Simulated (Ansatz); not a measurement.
Start from CdS in the zinc blende structure (space group F-43m, No. 216; a = 5.824 Å).

Computed with Kohn–Sham DFT with the PBEsol functional, run in Ansatz (a program for electronic structure) with PAW and 420 eV plane waves, no spin-orbit coupling.

Before the change:

* **Band gap**: 1.01 eV
* **Lattice parameter a**: 5.824 Å

One thing is altered: cell and atoms relaxed at a pressure of 2.1 GPa.

Task: Estimate the effect on the band gap and lattice parameter a.

Result: The band gap increases by 0.063 eV (1.01 eV → 1.08 eV); the lattice parameter a falls by 0.061 Å, from 5.824 Å to 5.763 Å.

Load acts through the strain it causes; cell and atoms are relaxed under it. Stability against distortions was not tested. Tetrahedral semiconductors of this kind turn to denser phases somewhere between about 1 and 50 GPa; those were not computed, so compressed cells here can lie past the real transition.
